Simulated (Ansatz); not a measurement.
SnC (model structure, started from the rocksalt type, Fm-3m, No. 225, 2 atoms in the cell), treated with PBEsol (PAW; Ansatz, an electronic-structure program).

Settings: plane-wave cutoff 520 eV, 20×20×20 k mesh, Fermi–Dirac smearing 0.05 eV, scalar-relativistic PAW data made under PBE.

Cell (relaxed at this level):

Space group Fm-3m (No. 225); a = 4.743 Å, b = 4.743 Å, c = 4.743 Å, α = 90.00°, β = 90.00°, γ = 90.00°

```csv
atom,site,symmetry,x,y,z
C,4a,m-3m,0.0000,0.0000,0.0000
Sn,4b,m-3m,0.5000,0.5000,0.5000
```
(The calculation used a cell of 2 atoms; values per cell refer to that cell.)

Estimate the bulk modulus B0 that the calculation returns.


- bulk modulus B0: 149 GPa

The run finds no gap.

Note: the bulk modulus is −V dP/dV from two relaxed cells at ±2 % in volume; the relaxation could raise the start's symmetry but not lower it, so the cell can be a saddle point.

Spin–orbit coupling is not included; it can open a gap where bands touch, and shift volumes and moduli.

A model structure was made by putting elements into a prototype or built by hand; it is no filed structure, need not be a known phase, and can be a saddle point held by its symmetry.
